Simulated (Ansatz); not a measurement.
How the enthalpy of formation of Ta3Ge (model structure, started from the D03 type, Fm-3m, No. 225, 4 atoms in the cell) moves with the method

No measured value is used here.

```json
[
 {"level (code)": "PBE (Ansatz)", "value (eV/atom)": "[?]"},
 {"level (code)": "PBEsol (Ansatz)", "value (eV/atom)": "0.061"},
 {"level (code)": "PBE-D3(BJ) (Ansatz)", "value (eV/atom)": "0.059"}
]
```

**Question.** Some entries are withheld; supply them.

**Answer.** 
- PBE (Ansatz, an electronic-structure program), value (eV/atom): 0.102

Density-functional levels without +SOC have no spin–orbit coupling, which shifts binding energies of heavy elements. Each level is taken at its own relaxed cell. Ansatz's density-functional and Hartree–Fock values are scalar-relativistic unless marked +SOC, with PAW data made under PBE.

A model structure was made by putting elements into a prototype or built by hand; it is no filed structure, need not be a known phase, and can be a saddle point held by its symmetry.
